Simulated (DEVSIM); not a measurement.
System: illuminated Si p-on-n cell, one wavelength, at 300 K.

Layer 1 from the left is Si, thickness (μm) 0.0700, Na (cm⁻³) 1.2e18, τn (s) 0.00022, τp (s) 0.0003, absorption coefficient (cm⁻¹) 18000. Layer 2 from the left is Si, thickness (μm) 35.0, Nd (cm⁻³) 1e17, τn (s) 0.001, τp (s) 0.001, absorption coefficient (cm⁻¹) 18000.

Left contact: ohmic, minority electron recombination velocity 200 cm/s. Right contact: ohmic, minority hole recombination velocity 3e6 cm/s. Voltage is applied to the left contact. Recombination: SRH at mid-gap, radiative, Auger. Gap narrowing is on: ΔEg = 6.92 meV × (l + √(l² + 0.5)), l = ln(N/1.3e17 cm⁻³), shared equally by both band edges. Light enters at the left, 5.5e16 photons cm⁻² s⁻¹, one pass, no reflection. Mobility is μmin + (μ − μmin)/(1 + (N/Nref)^α).

Constants are typed, rounded textbook-type inputs, not results; the design itself was drawn at random and stands for no fabricated device. Values at 300 K.

Si: gap (eV) 1.124, affinity (eV) 4.05, permittivity 11.7, Nc (cm⁻³) 2.86e19, Nv (cm⁻³) 3.1e19, μn (cm²/Vs) 1417, μp (cm²/Vs) 470, μn,min 52, μp,min 45, Nref,n 9.7e16, Nref,p 2.2e17, αn 0.68, αp 0.72, B (cm³/s) 4.7e-15, Cn (cm⁶/s) 2.8e-31, Cp (cm⁶/s) 9.9e-32.

Model (solved in DEVSIM): 1D drift-diffusion, Boltzmann statistics, complete ionisation; no tunnelling, impact ionisation, image-force lowering or self-heating.

Dark forward current:

| |V| (V) | |J| (A/cm²) |
|---|---|
| 0.15 | 1.813e-10 |
| 0.20 | 1.202e-9 |
| 0.25 | 8.163e-9 |
| 0.30 | 5.603e-8 |
| 0.35 | 3.864e-7 |
| 0.40 | 2.669e-6 |
| 0.45 | 1.845e-5 |
| 0.50 | 0.0001276 |
| 0.55 | 0.0008825 |
| 0.60 | 0.006103 |
| 0.65 | 0.04219 |
| 0.70 | 0.2909 |
| 0.75 | 1.970 |
| 0.80 | 12.20 |
| 0.85 | 60.11 |
| 0.90 | 229.1 |
| 0.95 | 723.2 |
| 1.00 | 1864 |
| 1.05 | 3781 |

**Question.** Work out the local ideality factor n = ΔV / (kT/q · ln(J2/J1)) between the rows 0.15 and 0.20 V, 0.50 and 0.55 V, 1.00 and 1.05 V.

**Answer.** kT/q = 25.85 mV. From 0.15 to 0.20 V: ln(1.202e-9/1.813e-10) = 1.892, n = 1.02, near the 1 of diffusion or emission over a barrier. From 0.50 to 0.55 V: ln(0.0008825/0.0001276) = 1.934, n = 1.00, near the 1 of diffusion or emission over a barrier. From 1.00 to 1.05 V: ln(3781/1864) = 0.707, n = 2.73.

**Question.** What current could the absorbed light give at most, and what share is collected?

**Answer.** Σ αd = 63.1, so qΦ(1 − exp(−Σ αd)) = 8.81 mA/cm². The simulated short-circuit current is 8.703 mA/cm², a share of 0.99.

**Question.** Estimate the open-circuit voltage by superposition: the voltage at which the dark current equals that short-circuit current.

**Answer.** Interpolating ln J in the table gives 0.609 V. The simulation gives 0.609 V, the same within the digits that matter. Superposition holds where collection doesn't change with voltage.

**Question.** Estimate the fill factor from FF0 = (v − ln(v + 0.72))/(v + 1), v = qVoc/(nkT), with n from the dark curve.

**Answer.** The rows about Voc, 0.60 and 0.65 V, give n = 1.00, so v = 23.5 and FF0 = 0.829. The simulation gives 0.828, the same within the digits that matter.
